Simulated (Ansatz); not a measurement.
The reference is CdS in the wurtzite structure (space group P6_3mc, No. 186; a = 4.0741 Å, c = 6.6367 Å). Axes: x lies along a and z along c of the hexagonal cell.

Level of theory: Ansatz (an electronic-structure program) LDA, scalar-relativistic without spin-orbit coupling.

Before the change:

The shortest interatomic distance comes out as 2.491 Å.

Modification: the cell is compressed by 1.80 % along x with no lateral relaxation; the atoms relax in the strained cell.

Predict the new stress and shortest interatomic distance.

The stress (xx, yy, zz, yz, xz, xy; compression positive) amounts to (1.71, 1.09, 0.97, 0.00, 0.00, 0.00) GPa; the shortest interatomic distance decreases by 0.0149 Å, from 2.491 Å to 2.477 Å.

No phonon test of stability was made.
